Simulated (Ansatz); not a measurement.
Ansatz (an electronic-structure program) run on ScGa₃ (Pm-3m, 4 atoms in the cell): self-consistent single point

Level of theory: LDA (PW92), default PAW files made with PBE (plane waves; Ansatz).

This input was run:

Ansatz 0.2 input:
```yaml
# ScGa3
crystal:
  lattice:
    - [4.061351, 0.000000, 0.000000]
    - [0.000000, 4.061351, 0.000000]
    - [0.000000, 0.000000, 4.061351]
  atoms:
    - { symbol: Sc, position: [0.000000, 0.000000, 0.000000] }
    - { symbol: Ga, position: [0.500000, 0.500000, 0.000000] }
    - { symbol: Ga, position: [0.000000, 0.500000, 0.500000] }
    - { symbol: Ga, position: [0.500000, 0.000000, 0.500000] }
basis:
  ecutwfc: 30.9 Ry
kpoints:
  mp_grid:
    grid: [8, 8, 8]
hamiltonian:
  xc: lda
  pseudopotentials:
    kind: paw
scf:
  occupations:
    method: gaussian
    width: 0.0073 Ry
output:
  forces: true
  eigenvalues: true
  stress: true
```

Log, with long lists cut:

```
WARN ansatz: RAYON_NUM_THREADS=1 ignored (pool sized by the plan → 1); use --threads N
Pseudopotentials: kind: paw
Pseudopotential: Sc, paw, valence charge 11
Pseudopotential: Ga, paw, valence charge 13
Crystal: 4 atoms, lattice volume = 66.990 Å³
Basis set: ecut = 420.4159175005146 eV, 1357 PW (Γ)
Bands: 30, of which v1, the nominal top of the filled ones, is band 25 counted from 1 (24 counted from 0)
Symmetry: 48 space group operations
Space group: Pm-3m (ITA 221), of the structure as read, at distance tolerance 4.1e-5 Å
k-points: 35 of 512
PAW frozen core: Sc, regenerated for the run's functional, and the local potential with it
PAW frozen core: Ga, regenerated for the run's functional, and the local potential with it
Initial density: superposition of atomic densities (neutral atoms: chi_scale 0, normalization atom), corrected by the library's trained network
Initial wavefunctions: pseudopotential atomic-orbital guess
Eigensolver: davidson
Functional: x = slater, c = lda
SCF iter   1: F=—  HF=-13212.221905 eV  |F-HF|=—  |Δ(HF+E_count)|=         —  Δρ=6.75e-3  dr2=1.66e-2  ethr=1.77e-3  ⟨swp⟩=5.4  Hψ=4026  notcnv=0
all-band conjugate gradients solve this SCF's bands
preconditioner: auto → Resta (q_TF=auto, 2.598 Å⁻¹)
SCF iter   2: F=—  HF=-13212.218184 eV  |F-HF|=—  |Δ(HF+E_count)|=   3.72e-3  Δρ=3.22e-3  dr2=5.54e-3  ethr=3.31e-5  ⟨swp⟩=2.1  Hψ=2168  notcnv=0
SCF iter   3: F=—  HF=-13212.216975 eV  |F-HF|=—  |Δ(HF+E_count)|=   1.21e-3  Δρ=1.38e-3  dr2=6.81e-4  ethr=1.11e-5  ⟨swp⟩=2.0  Hψ=1727  notcnv=0  defer=1
SCF iter   4: F=—  HF=-13212.216595 eV  |F-HF|=—  |Δ(HF+E_count)|=   3.80e-4  Δρ=2.47e-4  dr2=4.50e-5  ethr=1.36e-6  ⟨swp⟩=2.0  Hψ=1766  notcnv=0  defer=1
SCF iter   5: F=—  HF=-13212.216586 eV  |F-HF|=—  |Δ(HF+E_count)|=   8.96e-6  Δρ=1.03e-4  dr2=3.90e-6  ethr=9.00e-8  ⟨swp⟩=2.0  Hψ=1826  notcnv=0  defer=1
SCF iter   6: F=-13212.216586 eV  HF=-13212.216586 eV  |F-HF|=1.33e-8  |Δ(HF+E_count)|=   1.93e-7  Δρ=1.20e-5  dr2=7.01e-8  ethr=2.00e-10  ⟨swp⟩=4.6  Hψ=4320  notcnv=0
the search or the solves at the SCF's close seem to have found levels that the self-consistency loop had missed (the run counts 1) …
SCF 1 converged in 6 iterations: F = -13212.216586 eV  dr2 = 7.01e-8
SCF converged after 6 iterations
Free energy (F): -13212.216586 eV
Harris-Foulkes:  -13212.216586 eV  (|F-HF|=1.33e-8)
Internal energy: -13212.211291 eV  (E = F + TS)
E sigma→0 (E₀):  -13212.213939 eV
Entropy (-TS):   -0.005295 eV (-1.324 meV/atom)
Fermi energy:    11.904808 eV
--- Per-component energies (eV) ---
  E_band       = -168.739818
  E_kinetic    = 614.162864
  E_local      = -5802.954140  (includes V_loc(G=0)·N_el)
  E_nonlocal   = 1360.181265
  E_hartree    = 2658.324593
  E_xc         = -314.272272
  E_vxc        = -310.177909  (∫ρ·V_xc dr)
  E_paw        = -6641.223902  (= ΣΔE_a)
  E_vpaw       = -1346.607801  (= ΣTr[D̂ρ^β])
  E_aug_tail   = -0.000318  (compensation charges beyond the density's cutoff)
  E_ewald      = -5091.919745
  E_core_change = 5.490362  (= ΣΔE_core)
  E_smearing   = -0.005295  (= −TS)
  E_closure    = 0.000000  (closes the sum)
  Σ components = -13212.216586   (vs F -13212.216586, Δ=0.00e0)
--- Forces (eV/Å), atoms counted from 1 ---
  atom   1  Sc    -0.00000000     0.00000000     0.00000000
   [... zero for the other atoms too ...]
  max |Σ_I F_I| component: 9.30e-29 eV/Å
--- Stress (GPa, compression-positive) ---
       -3.637088       0.000000       0.000000
       -0.000000      -3.637088       0.000000
       -0.000000       0.000000      -3.637088
  P = ⅓ Tr σ = -3.6371 GPa (-36.371 kbar)
  The stress holds the Pulay correction. Without it, at fixed plane waves, as pw.x and ABINIT print it: P = -3.6671 GPa
--- Band table (eV; the first three rows and the last of 35) ---
  k-point 0: bands = ["-36.8820", "-15.8459", "-15.8459", "-15.8459", "-3.3310", "-3.3027", "-3.3027", "-3.3027", "-3.1634", "-3.1634", "-3.0194", "-3.0194", "-3.0194", "-2.9537", "-2.9537", "-2.8302", "-2.8192", "-2.8192", "-2.8192", "0.7994", [...]
  k-point 1: bands = ["-36.8817", "-15.8515", "-15.8457", "-15.8457", "-3.3168", "-3.2985", "-3.2869", "-3.2869", "-3.1584", "-3.1504", "-3.0232", "-3.0180", "-3.0180", "-2.9632", "-2.9534", "-2.8390", "-2.8390", "-2.8390", "-2.8192", "0.9470", [...]
  k-point 2: bands = ["-36.8812", "-15.8648", "-15.8453", "-15.8453", "-3.2879", "-3.2787", "-3.2417", "-3.2417", "-3.1459", "-3.1153", "-3.0331", "-3.0157", "-3.0157", "-2.9911", "-2.9531", "-2.8931", "-2.8931", "-2.8636", "-2.8192", "1.3841", [...]
  k-point 34: bands = ["-36.8778", "-15.8712", "-15.8712", "-15.8712", "-3.2239", "-3.2239", "-3.2239", "-3.2122", "-3.1344", "-3.1344", "-3.1344", "-3.0149", "-3.0149", "-3.0149", "-2.9742", "-2.9742", "-2.8394", "-2.8394", "-2.8394", "6.1556", [...]
```

The run converged in 6 iterations.

The starting cell comes from a database of computed structures (which also holds hypothetical and non-ambient phases and stackings), without a prior relaxation at this level. Its lattice was rescaled by up to half a per cent. With a pressure of about -4 GPa the cell is away from its equilibrium volume at this level. Ansatz's pressure includes its estimate of the finite-basis (Pulay) stress.
